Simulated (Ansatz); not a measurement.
**Ge: uniaxial strain ε_zz = +1.50 %**

Start from Ge in the diamond structure (space group Fd-3m, No. 227; a = 5.6762 Å). Axes: x, y, z lie along the cube axes.

One thing is altered: uniaxial strain ε_zz = +1.50 %, all other strain components held at zero; the atoms relax in the strained cell.

Calculations: PBEsol (Ansatz, a quantum-chemistry and plane-wave program; PAW; 420 eV plane waves; spin-orbit coupling left out). Settings: 14×14×14 k-points, 0.05 eV Fermi–Dirac smearing.

The volume per atom rises by 0.34 Å³, from 22.86 Å³ to 23.20 Å³ and the space group becomes I4_1/amd (No. 141) (base: Fd-3m (No. 227)). The shortest interatomic distance grows by 0.012 Å to 2.470 Å and the energy increases by 1.8 meV/atom. The pressure (mean of the normal stresses, compression positive) goes from zero to -1.0 GPa and the band gap stays zero. The stress (xx, yy, zz, yz, xz, xy; compression positive) amounts to (-0.6, -0.6, -1.7, 0.0, 0.0, 0.0) GPa (rough).

Final structure:

```
Ge
1.0
    0.00000     2.83808     2.88065
    2.83808     0.00000     2.88065
    2.83808     2.83808     0.00000
Ge
2
Direct
  0.00000   0.00000   0.00000
  0.25000   0.25000   0.25000
```

Without a gap, meshes like the base's 14×14×14 leave anisotropic stresses uncertain by several tenths of a GPa, and small strain energies with them. No phonon test of stability was made. A zero or small gap of Ge can be the functional's error rather than a property of the material.
